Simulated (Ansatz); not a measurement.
The starting structures come from a database of crystals and need not be the phases stable at ambient conditions.

Consider the following.

```
CELL_PARAMETERS angstrom
      4.96127     0.00000     0.00000
      0.00000     9.78713     0.00000
      2.48063     4.89356     2.48063
ATOMIC_POSITIONS crystal
  V  0.00000 0.00000 0.00000
  Ag 0.50000 0.75000 0.00000
  Ag 0.50000 0.25000 0.00000
  Ag 0.00000 0.50000 0.00000
  O  0.00000 0.90008 0.40356
  O  0.40356 0.09992 0.59644
  O  0.00000 0.30364 0.59644
  O  0.59644 0.69636 0.40356
```

Space group of this cell: I-42m. The cell is taken as given; by PBEsol its mean pressure is -1.9 GPa.

Transport runs along the normal of the first two printed cell vectors, the (100) plane of the conventional cell.

The gap is the functional's own. No spin-orbit coupling. Mid-gap values are interpolated on the energy grid.

### Question
Give the band gap and the smallest decay constant κ at mid-gap that PBEsol in Ansatz (a program for electronic structure) yields.

### Answer
Gap 0.39 eV on a 12×12×12 mesh; κ = 0.181 1/Å, at the zone centre.
